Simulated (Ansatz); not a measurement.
# VN in the rock salt structure (space group Fm-3m, No. 225)

```xyz
2
Lattice="0.0000 2.0368 2.0368 2.0368 0.0000 2.0368 2.0368 2.0368 0.0000" Properties=species:S:1:pos:R:3 pbc="T T T"
N      0.0000     0.0000     0.0000
V      2.0368     2.0368     2.0368
```

The values are results of Ansatz (a first-principles code), PBEsol, PAW, cutoff 420 eV, no SOC, earlier PAW set, not measurements. k-mesh 20×20×20 (Γ-centred); smearing 0.05 eV (Fermi–Dirac).

| Item | Value |
|---|---|
| Volume per atom | 8.45 Å³ |
| Density | 6.38 g/cm³ |
| Band gap | zero |
| Total energy | -1633.048 eV/atom (σ→0; compares only within this code and set-up) |

No phonon test of stability was made. Seeded moments were not kept for the base. All final runs are without spin polarisation.
